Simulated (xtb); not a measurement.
xtb 6.7.1, GFN2-xTB: Ca(OMe)(fmdH)(NH3)2 (C[O][Ca]1(<-[NH3])(<-[NH3])[NH]C=[NH]->1), 20 atoms. The geometry is a generated start, not checked to be a minimum at this level.

| Item | Result |
|---|---|
| method | GFN2-xTB |
| --acc | 1 (default) |
| --etemp (K) | 300 (default) |
| detailed input (--input) | none: ANC optimiser, Lindh (1995) Hessian, microcycle=20, maxdispl=1.0, hlow=0.01 (default) |
| basis functions | 50 |
| valence electrons | 48 |

```xyz
20

Ca     0.6043     0.0015     0.3352
O     -0.8598    -0.1713    -0.9833
C     -2.2165     0.0182    -0.9467
H     -2.4850     1.0613    -0.7004
H     -2.6738    -0.2119    -1.9273
H     -2.7066    -0.6330    -0.1963
C      0.2773     1.5574     2.2979
N     -0.0032     0.2910     2.4212
N      0.8745     1.9957     1.2262
H      0.0227     2.2586     3.1137
H     -0.4704     0.0661     3.2939
H      1.0383     2.9961     1.2393
N      0.5403    -2.4356    -0.1287
H     -0.1868    -1.9146    -0.6321
H      0.0698    -3.0358     0.5414
H      1.0230    -3.0295    -0.7952
N      1.8342     0.2323    -1.7793
H      0.8360     0.2392    -1.9962
H      2.2820    -0.4427    -2.3911
H      2.1996     1.1571    -1.9922
```

The structure is relaxed from this start with --opt LEVEL for the levels crude, sloppy, loose, lax, normal, tight, vtight, extreme, once each. Up to the end of the extreme run atoms move by at most 0.49 Å along an axis.

Problem. What is the loosest level that ends within 5 meV of the extreme run, and how many cycles does it take?

Solution. lax: 11 cycles against 42, ending 1.7 meV above.

```
level    cycles  energy above the extreme run (meV)  gradient norm (eV/Å)
-------  ------  ----------------------------------  --------------------
crude         1                                 9.7                  0.20
sloppy        1                                 9.7                  0.20
loose         1                                 9.7                  0.20
lax          11                                 1.7                 0.077
normal       17                                 1.1                 0.039
tight        27                                0.21                0.0087
vtight       42                          under 0.01                0.0014
extreme      42                                   —                0.0014
```
